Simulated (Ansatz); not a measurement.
Input and output of a zone-centre phonon calculation for Sr₃Bi₂ (Pm-3m, 5 atoms in the cell) (Ansatz, a first-principles code).

Level of theory: LDA (PW92), default PAW files made with PBE (plane waves; Ansatz).

```
CELL_PARAMETERS angstrom
      6.10004     0.00000     0.00000
      0.00000     6.10004     0.00000
      0.00000     0.00000     6.10004
ATOMIC_POSITIONS crystal
  Sr 0.00000 0.50000 0.50000
  Sr 0.50000 0.00000 0.50000
  Sr 0.50000 0.50000 0.00000
  Bi 0.00000 0.00000 0.00000
  Bi 0.50000 0.50000 0.50000
```

Reference input (self-consistent single point, DFT, LDA (PW92), plane waves, default PAW files made with PBE): basis.ecutwfc = 420 eV; kpoints.mp_grid.grid = 6 6 6; hamiltonian.xc = lda; hamiltonian.pseudopotentials = {kind: paw} (the program's default PAW files); scf.occupations.method = gaussian; scf.occupations.width = 0.05 eV. This run's input differs from it in these lines:

```diff
@@ -20,6 +20,4 @@
   occupations: { method: gaussian, width: 0.05 eV }
-output:
-  forces: true
-  eigenvalues: true
-  stress: true
+phonons:
+  method: dfpt
```

Output, abridged:

```
SCF iter   1: F=—  HF=-34507.331480 eV  |F-HF|=—  |Δ(HF+E_count)|=         —  Δρ=3.71e-3  dr2=2.86e-2  ethr=1.77e-3  ⟨swp⟩=10.7  Hψ=13509  notcnv=0
all-band conjugate gradients solve this SCF's bands
preconditioner: auto → Resta (q_TF=auto, 2.186 Å⁻¹)
SCF iter   2: F=—  HF=-34507.328642 eV  |F-HF|=—  |Δ(HF+E_count)|=   2.84e-3  Δρ=1.79e-3  dr2=5.27e-3  ethr=4.77e-5  ⟨swp⟩=2.3  Hψ=3409  notcnv=0  defer=36
   [... lines left out ...]
SCF iter   7: F=—  HF=-34507.327648 eV  |F-HF|=—  |Δ(HF+E_count)|=   6.88e-8  Δρ=2.66e-6  dr2=2.77e-8  ethr=4.74e-10  ⟨swp⟩=2.0  Hψ=3928  notcnv=0  defer=36
SCF iter   8: F=—  HF=-34507.327648 eV  |F-HF|=—  |Δ(HF+E_count)|=   1.31e-9  Δρ=7.67e-7  dr2=1.61e-9  ethr=4.61e-11  ⟨swp⟩=2.0  Hψ=2712  notcnv=0  defer=36
SCF iter   9: F=—  HF=-34507.327648 eV  |F-HF|=—  |Δ(HF+E_count)|=  4.44e-10  Δρ=2.04e-7  dr2=1.21e-10  ethr=2.68e-12  ⟨swp⟩=2.0  Hψ=3928  notcnv=0  defer=36
SCF iter  10: F=-34507.327648 eV  HF=-34507.327648 eV  |F-HF|=2.18e-11  |Δ(HF+E_count)|=  2.18e-11  Δρ=3.41e-8  dr2=2.69e-12  ethr=1.00e-12  ⟨swp⟩=13.5  Hψ=14225  notcnv=0
SCF 1 converged in 10 iterations: F = -34507.327648 eV  dr2 = 2.69e-12
DFPT response loops at Γ: preconditioner auto → Kerker (q_TF=auto, 2.186 Å⁻¹) (partly filled bands, converged f_vac=0.000) …
Free energy (F): -34507.327648 eV
Internal energy: -34507.327291 eV  (E = F + TS)
E sigma→0 (E₀):  -34507.327469 eV
Entropy (-TS):   -0.000357 eV (-0.071 meV/atom)
Fermi energy:    6.115796 eV
--- Phonons (Γ-DFPT): 4 representative perturbations + reference, on 64 of 216 k-points (Σ response iterations 12) ---
  k mesh reduced under 8 symmetry operations, with k and −k counted as one. Each operation leaves every solved displacement unchanged or reverses it
  ASR residual: 8.689e-5 → 0.000e0 eV/Å²; symmetrization residual: 3.764e-5 eV/Å²
  ASR residual per site (eV/Å²): 1.80e-5 1.80e-5 1.80e-5 8.69e-5 6.64e-5
  Γ frequencies (cm⁻¹): -59.10 -59.10 -59.10 -36.65 -36.65 -36.65 0.00 0.00 0.00 44.23 44.23 44.23 193.62 193.62 193.62
  non-analytic LO–TO correction: not included (Born effective charges unavailable; polar crystals: no LO–TO splitting at Γ)
```

The run converged in 10 iterations. 

Summary of the result:
- Free energy E − TS (on the zero of these files): -34507.3276 eV
- Fermi level (on the code's own zero): 6.12 eV
- Zone-centre frequencies (cm⁻¹; negative means imaginary): -59, -59, -59, -37, -37, -37, 0, 0, 0, 44, 44, 44, 194, 194, 194

The starting cell comes from a database of computed structures (which also holds hypothetical and non-ambient phases and stackings), without a prior relaxation at this level. Its lattice was rescaled by a random factor within 2.5 % of one.

Cost on one core of a shared machine: roughly 4 min.

Keys are those of Ansatz 0.2.
